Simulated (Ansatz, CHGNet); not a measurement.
For cubic perovskite BaZrO3, the machine-learned potential CHGNet-r²SCAN (trained on r²SCAN data) gives:

| Item | Value |
|---|---|
| lattice constant a | 4.212 Å |
| elastic constant C11 | 264 GPa |
| elastic constant C44 | 53.1 GPa |
| Voigt–Reuss–Hill shear modulus | 62.8 GPa |

Q: What does PBE0 (PAW; Ansatz, an electronic-structure program) give for the same quantities?

A: 
- lattice constant a: 4.192 Å (shrinks by 0.5 %)
- elastic constant C11: 322 GPa (goes up by 22 %)
- elastic constant C44: 93.3 GPa (grows by 76 %)
- Voigt–Reuss–Hill shear modulus: 102 GPa (goes up by 62 %)

For comparison: lattice constant a 4.191 Å (measured, temperature not stated, no zero-point or thermal correction; as tabulated in Evaestov et al. (2010), arXiv:1010.1170).

Changes are worked out from the printed values.

Unless a cell is named, each level is at its own relaxed cell (CHGNet-r²SCAN 14.95, PBE0 14.73 Å³/atom).

Ansatz's density-functional and Hartree–Fock values are scalar-relativistic unless marked +SOC, with PAW data made under PBE.
